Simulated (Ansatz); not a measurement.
In a free linear chain of Li atoms, spin-degenerate bands cross the Fermi level once between Γ and the zone edge.

Calculation: PBE (plane waves to 420 eV, PAW; Ansatz, a program for electronic structure). Mesh 1×1×52. No spin polarisation, so a magnetic state wasn't tested. Periodic along z alone, with about 11 Å of vacuum beside it. A hypothetical model. Symmetry and one short period hold its shape; lower forms weren't sought. Pairing along the axis, which can open a gap, is among the distortions not tried.

### Question
What are the conductance and the two-terminal resistance of a perfect, endless piece?

### Answer
Each crossing on the half of the zone with k > 0 has a partner at −k, so it gives one mode in each direction. Counting spin there are 2 modes, each carrying e²/h = 38.74 μS. G = 2 × 38.74 = 77.5 μS and R = 1/G = 12.91 kΩ, whatever the length. Scattering by phonons, roughness and contacts can only raise R.
